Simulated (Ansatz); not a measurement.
The structure below was relaxed with r2SCAN (Ansatz, a quantum-chemistry and plane-wave program), no SOC.

Space group I-4m2 (No. 119); a = b = 4.8619 Å, c = 16.0189 Å, α = β = γ = 90.00°

```tsv
atom	site	symmetry	x	y	z
Te	2d	-4m2	0.5000	0.0000	0.2500
Te	4f	2mm.	0.0000	0.5000	0.0582
Pd	2a	-4m2	0.0000	0.0000	0.0000
Cd	4e	2mm.	0.0000	0.0000	0.3456
```

**Question.** Write out a cell with all atoms.

**Answer.** 
```
Cd2PdTe3
1.0
    4.86189     0.00000     0.00000
    0.00000     4.86189     0.00000
    0.00000     0.00000    16.01889
Te Pd Cd
6 2 4
Direct
  0.50000   0.00000   0.25000
  0.00000   0.50000   0.05823
  0.00000   0.50000   0.44177
  0.00000   0.50000   0.75000
  0.50000   0.00000   0.55823
  0.50000   0.00000   0.94177
  0.00000   0.00000   0.00000
  0.50000   0.50000   0.50000
  0.00000   0.00000   0.34557
  0.50000   0.50000   0.15443
  0.50000   0.50000   0.84557
  0.00000   0.00000   0.65443
```
This is the conventional cell.

These are small ordered cells, not random alloys; other orderings at the same x differ. No phonon test of stability was made. All final runs are without spin polarisation. The cell was made from CdTe by this change: x(Pd) = 0.333, 6 atoms, I-4m2. Under x(Pd) = 0.333, 6 atoms, I-4m2 the cell changed shape so far that it is another structure.
